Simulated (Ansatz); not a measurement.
We consider zinc-blende NaF (model structure), described by HSE06 in Ansatz (PAW).

Run with plane-wave cutoff 500 eV, 8×8×8 k mesh, gaussian smearing 0.02 eV, scalar-relativistic PAW data made under PBE.

Cell (relaxed at this level):

```xyz
2
Lattice="0.0000 2.5481 2.5481 2.5481 0.0000 2.5481 2.5481 2.5481 0.0000" Properties=species:S:1:pos:R:3 pbc="T T T"
Na     0.0000     0.0000     0.0000
F      1.2741     1.2741     1.2741
```

Question: What does this level give for the band gap?

Answer: 
- band gap = 7.59 eV (on the SCF k mesh)

Note: the relaxation could raise the start's symmetry but not lower it, so the cell can be a saddle point.

Computed values are for the static lattice.

The result took roughly 2.7 core-minutes.

A model structure was made by putting elements into a prototype or built by hand; it is no filed structure, need not be a known phase, and can be a saddle point held by its symmetry.

Ansatz is a first-principles code.
